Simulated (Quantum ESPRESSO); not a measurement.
Input and output of a self-consistent single point for LiTaF₆ (R-3, 8 atoms in the cell) (Quantum ESPRESSO).

Level of theory: PBEsol, GBRV 1.5 ultrasoft (PBESOL) pseudopotentials (plane waves; Quantum ESPRESSO 7.5).

The change in words: lattice scaled by 0.98. Reference geometry:
```yaml
crystal:
  lattice:
    - [2.58467, 1.49226, 4.52600]
    - [-2.58467, 1.49226, 4.52600]
    - [0.00000, -2.98452, 4.52600]
  atoms:
    - { symbol: Li, position: [0.50000, 0.50000, 0.50000] }
    - { symbol: Ta, position: [0.00000, 0.00000, 0.00000] }
    - { symbol: F, position: [0.64967, 0.24539, 0.86097] }
    - { symbol: F, position: [0.35033, 0.75461, 0.13903] }
    - { symbol: F, position: [0.86097, 0.64967, 0.24539] }
    - { symbol: F, position: [0.13903, 0.35033, 0.75461] }
    - { symbol: F, position: [0.24539, 0.86097, 0.64967] }
    - { symbol: F, position: [0.75461, 0.13903, 0.35033] }
```

Reference input (self-consistent single point, DFT, PBEsol, plane waves, GBRV 1.5 ultrasoft (PBESOL) pseudopotentials): ecutwfc = 40 Ry; ecutrho = 320 Ry; occupations = fixed; potentials = {Li: li_pbesol_v1.4.uspp.F.UPF, Ta: ta_pbesol_v1.uspp.F.UPF, F: f_pbesol_v1.4.uspp.F.UPF}; K_POINTS = automatic 6 6 6 0 0 0; nbnd = 33; conv_thr = 1e-10 Ry; mixing_beta = 0.7. This run's input differs from it in these lines:

```diff
@@ -26,5 +26,5 @@
 CELL_PARAMETERS angstrom
-   2.5846700690     1.4922599601     4.5260000000
-  -2.5846700690     1.4922599601     4.5260000000
-   0.0000000000    -2.9845199203     4.5260000000
+   2.5329770409     1.4624149764     4.4354800000
+  -2.5329770409     1.4624149764     4.4354800000
+   0.0000000000    -2.9248299528     4.4354800000
 ATOMIC_POSITIONS crystal
```

Output, abridged:

```
     Self-consistent Calculation

     iteration #  1     ecut=    40.00 Ry     beta= 0.70

     negative rho (up, down):  9.493E-02 0.000E+00

     total energy              =    -447.49488667 Ry
     estimated scf accuracy    <       1.25292140 Ry

     iteration #  2     ecut=    40.00 Ry     beta= 0.70

     negative rho (up, down):  9.565E-02 0.000E+00

     total energy              =    -447.51062418 Ry
     estimated scf accuracy    <       2.86314369 Ry

     iteration #  3     ecut=    40.00 Ry     beta= 0.70

     negative rho (up, down):  9.581E-02 0.000E+00

     total energy              =    -448.13458256 Ry
     estimated scf accuracy    <       0.03131419 Ry

   [... 6 blocks of this kind left out ...]

     iteration # 10     ecut=    40.00 Ry     beta= 0.70

     negative rho (up, down):  9.650E-02 0.000E+00

     total energy              =    -448.13841300 Ry
     estimated scf accuracy    <          2.6E-10 Ry

     iteration # 11     ecut=    40.00 Ry     beta= 0.70

     negative rho (up, down):  9.650E-02 0.000E+00
     End of self-consistent calculation

     highest occupied, lowest unoccupied level (ev):     0.7720    7.6439

!    total energy              =    -448.13841300 Ry
     estimated scf accuracy    <          1.3E-12 Ry

     convergence has been achieved in  11 iterations

     negative rho (up, down):  9.650E-02 0.000E+00

     Forces acting on atoms (cartesian axes, Ry/au):

     atom    1 type  1   force =     0.00000000    0.00000000    0.00000000
     atom    2 type  2   force =    -0.00000000   -0.00000000    0.00000000
     atom    3 type  3   force =    -0.03435607    0.00288731   -0.02387078
     atom    4 type  3   force =     0.03435607   -0.00288731    0.02387078
     atom    5 type  3   force =     0.01467756   -0.03119688   -0.02387078
     atom    6 type  3   force =    -0.01467756    0.03119688    0.02387078
   [... lines left out ...]
     Total force =     0.102718     Total SCF correction =     0.000006
   [... lines left out ...]

     negative rho (up, down):  9.650E-02 0.000E+00
          total   stress  (Ry/bohr**3)                   (kbar)     P=       89.03
   0.00060285   0.00000000  -0.00000000           88.68        0.00       -0.00
  -0.00000000   0.00060285   0.00000000           -0.00       88.68        0.00
   0.00000000   0.00000000   0.00060989            0.00        0.00       89.72

   JOB DONE.
```

The run converged in 11 iterations. Against the reference run the free energy rises by 23.7 meV/atom, the pressure goes from -0.19 to 8.90 GPa, the largest force goes from 0.134 to 1.078 eV/Å and the gap on the mesh goes from 6.424 to 6.872 eV.

The starting cell comes from a database of computed structures (which also holds hypothetical and non-ambient phases and stackings), without a prior relaxation at this level. For this run, on top of that: lattice scaled by 0.98. Spin-orbit coupling is off. With a pressure of about 9 GPa the cell is away from its equilibrium volume at this level. Forces in this geometry exceed 1 eV/Å.

Cost on one core of a shared machine: roughly 60 s.
